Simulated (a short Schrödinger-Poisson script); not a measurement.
From a short Schrödinger-Poisson script (our own, NumPy): 1D Poisson equation in equilibrium, electrons quantum, Hartree (BenDaniel-Duke, 12 states a valley, the channel's in-plane mass for all, wave functions free to enter the dielectric), parabolic valleys, classical holes, full ionisation, no traps, pinning or gate leakage.

Structure: symmetric double-gate stack, Al2O3 on p-type GaN, at 300 K.

```tsv
layer	material	thickness (nm)	Na (cm⁻³)
1	Al2O3	1.6	-
2	GaN	2	3e15
3	Al2O3	1.6	-
```

Constants are typed, rounded textbook-type inputs, not results; the design itself was drawn at random and stands for no fabricated device. Al2O3: permittivity 9, conduction-band edge (eV) 2.75, gap (eV) 6.8, electron mass (mₑ) 0.3. GaN: permittivity 9.5, conduction-band edge (eV) 0, gap (eV) 3.43, Nv at 300 K (cm⁻³) 4.6e19.

Channel valleys (confinement mass, in-plane density-of-states mass, number): Γ 0.2, 0.2, 1. At the gates, both at one voltage, the conduction-band edge of layer 1 lies 3.26 eV − eVg above the Fermi level of the channel. Gaps are held at their typed values at every temperature. Mesh 0.03 nm at interfaces.

Gate and field steps stay those of the base.

One input was changed, with this effect: capacitance of both gates at Vg = 1.2 V 4.96 → 5.07 μF/cm²; gate voltage at 1e11 electrons/cm² 0.70 → 0.45 V; sheet density of all electrons at Vg = 1.2 V 1.30e13 → 1.81e13 cm⁻²; lowest subband against the Fermi level at Vg = 1.2 V -156 → -105 meV.

Problem. Which change was it?
A) body thickness 2 → 7 nm
B) dielectric thickness 1.6 → 2.6 nm
C) gate barrier 3.26 → 3.36 eV
D) body doping 3e+15 → 1e+15 cm^-3
E) body thickness 2 → 10 nm

Solution. E, body thickness 2 → 10 nm

In real p-type GaN the Mg acceptor is only partly ionised, and so wide a gap doesn't supply an inversion layer without source and drain.
